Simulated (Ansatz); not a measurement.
The starting structures come from a database of crystals and need not be the phases stable at ambient conditions.

Input:

```yaml
crystal:
  lattice:
    - [4.16811, 0.00000, 0.00000]
    - [-2.08406, 3.60969, 0.00000]
    - [0.00000, 0.00000, 6.83999]
  atoms:
    - { symbol: In, position: [0.66667, 0.33333, 0.50020] }
    - { symbol: In, position: [0.33333, 0.66667, 0.00020] }
    - { symbol: P, position: [0.66667, 0.33333, 0.87480] }
    - { symbol: P, position: [0.33333, 0.66667, 0.37480] }
```

Space group of this cell: P6_3mc, wurtzite. The cell is taken as given.

Level of theory: r2SCAN (plane waves, PAW; Ansatz, an electronic-structure program).

The current runs along the normal of the first two printed vectors; no spin-orbit coupling. Scaled by the factor s: all lengths (ions clamped). Meshes 12×12×6 and 12×12 across the current in all rows.

```json
[
 {"s": "0.98", "mean pressure (GPa)": "4.8", "slowest mid-gap decay constant κ (1/Å)": "0.091"},
 {"s": "1.00", "mean pressure (GPa)": "0.1", "slowest mid-gap decay constant κ (1/Å)": "0.073"},
 {"s": "1.02", "mean pressure (GPa)": "-3.5", "slowest mid-gap decay constant κ (1/Å)": "?"}
]
```

Task: Take the slope of the slowest mid-gap decay constant κ against ln s from the two given rows, extrapolate to s = 1.02, and say what the run there gives.

Result: Slope = (0.091 − 0.073) / ln 0.98 = -0.891 1/Å. The line gives 0.073 + (-0.891) × ln 1.02 = 0.055 1/Å. The run gives 0.053 1/Å, 0.002 1/Å under the line, 13 % of the predicted step.
